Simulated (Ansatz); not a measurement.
**GaCuSe2 under a change: isotropic strain −0.75 %**

The parent structure is GaCuSe₂ in the chalcopyrite structure (space group I-42d, No. 122; a = 5.5700 Å, c = 11.0748 Å).

It is then changed as follows: an isotropic linear strain of −0.75 %; the atoms relax in the strained cell.

All numbers come from PBEsol in Ansatz (plane waves to 420 eV, PAW, no SOC). Settings: 8×8×8 k-points, 0.05 eV Fermi–Dirac smearing.

| quantity | base | changed | shift |
|---|---|---|---|
| volume per atom | 21.47 Å³ | 21.00 Å³ | -0.480 Å³ |
| space group | I-42d (No. 122) | I-42d (No. 122) | – |
| shortest interatomic distance | 2.381 Å | 2.362 Å | -0.019 Å |
| energy relative to the base (free energy F) | 0 meV/atom | +2.5 meV/atom | +2.5 meV/atom |
| pressure (mean of the normal stresses, compression positive) | 0.00 GPa | 1.69 GPa | +1.69 GPa |
| band gap | 0.12 eV | 0.22 eV | +0.10 eV |
| gap character | direct at Γ | direct at Γ | – |
| mean gap deformation potential ΔEg/Δln V | – | -4.2 eV | – |
| width of the top valence band | 1.02 eV | 1.07 eV | +0.05 eV |
| valence-band top at Γ (three highest levels, from the VBM) | 0.00, -0.09, -0.09 eV | 0.00, -0.09, -0.09 eV | – |

Final structure:

```xyz
8
Lattice="-2.7641 2.7641 5.4959 2.7641 -2.7641 5.4959 2.7641 2.7641 -5.4959" Properties=species:S:1:pos:R:3 pbc="T T T"
Ga     0.0000     0.0000     5.4959
Ga     2.7641     0.0000     2.7479
Cu     0.0000     0.0000     0.0000
Cu     0.0000     2.7641     2.7479
Se     1.4290     1.3821     6.8698
Se     4.1462     1.3351    -1.3740
Se     1.3351     1.3821     1.3740
Se    -1.3821     1.4290     4.1219
```

No phonon test of stability was made. The final runs are not spin-polarised. A zero or small gap of GaCuSe2 can be the functional's error rather than a property of the material.

Ansatz is a program for electronic structure.
